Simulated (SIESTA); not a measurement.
Band structure of CoGa (Pm-3m, 2 atoms in the cell).

```yaml
crystal:
  lattice:
    - [2.88000, 0.00000, 0.00000]
    - [0.00000, 2.88000, 0.00000]
    - [0.00000, 0.00000, 2.88000]
  atoms:
    - { symbol: Ga, position: [0.50000, 0.50000, 0.50000] }
    - { symbol: Co, position: [0.00000, 0.00000, 0.00000] }
```

Computed with GGA PBE, numerical atomic orbitals DZP, PseudoDojo PBE standard norm-conserving potentials (rewritten from UPF to PSML) run with SIESTA.

Settings: XC.functional = GGA; XC.authors = PBE; potentials = PseudoDojo PBE standard; PAO.BasisSize = DZP; PAO.EnergyShift = 0.01 Ry; MeshCutoff = 400 Ry; kgrid.MonkhorstPack = 8 8 8; OccupationFunction = FD; ElectronicTemperature = 0.1 eV; MaxSCFIterations = 150; SCF.Mixer.Method = Pulay; SCF.Mixer.Weight = 0.1; SCF.Mixer.History = 8; SCF.DM.Tolerance = 1.0E-04.

The starting cell has typed, rounded lattice constants, without a prior relaxation at this level. Spin polarisation is off. Values carry the incompleteness of an atom-centred basis.

Levels in eV from the Fermi level, bands 12 to 17:
```json
[
 {"point": "Γ", "12": "-2.49", "13": "-0.68", "14": "-0.68", "15": "-0.68", "16": "5.16", "17": "5.16"},
 {"point": "X", "12": "-2.13", "13": "-1.73", "14": "-1.73", "15": "-0.68", "16": "0.12", "17": "10.53"},
 {"point": "M", "12": "-3.30", "13": "-2.42", "14": "-1.07", "15": "-1.07", "16": "-0.23", "17": "2.24"},
 {"point": "R", "12": "-4.16", "13": "-0.19", "14": "-0.19", "15": "0.71", "16": "3.90", "17": "3.90"}
]
```

Bands cross the Fermi level along this path, so the cell is metallic at this level.

Higher empty bands are left out: an atom-centred basis made for the valence describes them poorly.
